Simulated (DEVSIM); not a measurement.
## Schottky contact on n-type β-Ga2O3

System: Schottky contact on n-type β-Ga2O3, at 300 K.

| layer (left to right) | material | thickness (μm) | Nd (cm⁻³) | τn (s) | τp (s) |
|---|---|---|---|---|---|
| 1 | β-Ga2O3 | 0.450 | 3.6e16 | 1.9e-9 | 1.9e-9 |
| 2 | β-Ga2O3 | 11.0 | 1.3e18 | 1.9e-9 | 1.9e-9 |

Left contact: Schottky, work function 5.17 eV, emission velocity 2.7e6 cm/s. Right contact: ohmic. Voltage is applied to the left contact. Recombination: SRH at mid-gap. Mobility is μmin + (μ − μmin)/(1 + (N/Nref)^α).

The device is made up for the run: typed textbook-type constants, with dimensions and the other settings drawn at random. Values at 300 K.

```csv
parameter,β-Ga2O3
gap (eV),4.8
affinity (eV),4
permittivity,10
Nc (cm⁻³),3.7e18
Nv (cm⁻³),5e20
μn (cm²/Vs),160
μp (cm²/Vs),1
"μn,min",20
"μp,min",0.1
"Nref,n",1e18
"Nref,p",1e18
αn,0.8
αp,0.8
```

Model (solved in DEVSIM): 1D drift-diffusion, Boltzmann statistics, complete ionisation; no tunnelling, impact ionisation, image-force lowering or self-heating. Metal contacts follow the ideal Schottky-Mott rule: no Fermi-level pinning, no interface dipoles.

| Quantity | Value |
|---|---|
| Potential step across the device at zero bias | 1.143 V |
| Dark forward voltage at 1 A/cm² | 0.809 V |
| Dark forward voltage at 100 A/cm² | 0.944 V |

Small-signal capacitance in reverse bias (quasi-static):

| V (V) | C (nF/cm²) |
|---|---|
| -0.4 | 42.3 |
| -1 | 35.5 |
| -2 | 29.1 |
| -3 | 25.2 |
| -4 | 22.7 |
| -6 | 20.3 |
| -8 | 19.7 |
| -10 | 19.5 |
| -13 | 19.4 |
| -16 | 19.3 |
| -20 | 19.1 |

Dark reverse current:

```json
[
 {"V (V)": "-0.40", "J (A/cm²)": "-3.1e-14"},
 {"V (V)": "-1.00", "J (A/cm²)": "-3.2e-14"},
 {"V (V)": "-2.00", "J (A/cm²)": "-3.2e-14"},
 {"V (V)": "-3.00", "J (A/cm²)": "-3.3e-14"},
 {"V (V)": "-4.00", "J (A/cm²)": "-3.3e-14"},
 {"V (V)": "-6.00", "J (A/cm²)": "-3.3e-14"},
 {"V (V)": "-8.00", "J (A/cm²)": "-3.4e-14"},
 {"V (V)": "-10.00", "J (A/cm²)": "-3.4e-14"},
 {"V (V)": "-13.00", "J (A/cm²)": "-3.4e-14"},
 {"V (V)": "-16.00", "J (A/cm²)": "-3.4e-14"},
 {"V (V)": "-20.00", "J (A/cm²)": "-3.4e-14"}
]
```
